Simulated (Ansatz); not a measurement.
Take SnO2 in the rutile structure (space group P4_2/mnm, No. 136; a = 4.828 Å, c = 3.238 Å) as the base.

Calculations: PBE (Ansatz, an electronic-structure program, PAW, scalar-relativistic without spin-orbit coupling).

Base values:

| Item | Result |
|---|---|
| Valence-band top at Γ | 0.00, -0.74, -0.74 eV |
| Shortest interatomic distance | 2.089 Å |
| Band gap | 0.68 eV |

Perturbation: hydrostatic tension (pressure −1 GPa).

Q: Estimate the effect on the valence-band top at Γ.

A: The valence-band top at Γ (three highest levels, from the VBM) goes from 0.00, -0.74, -0.74 eV to 0.00, -0.73, -0.73 eV.

Q: What does the calculation give for the shortest interatomic distance after the change?

A: The shortest interatomic distance increases by 0.003 Å (2.089 Å → 2.092 Å).

Q: What does the calculation give for the band gap after the change?

A: The band gap falls by 0.06 eV to 0.62 eV.

Load acts through the strain it causes; cell and atoms are relaxed under it. Whether these cells are dynamically stable was not tested.
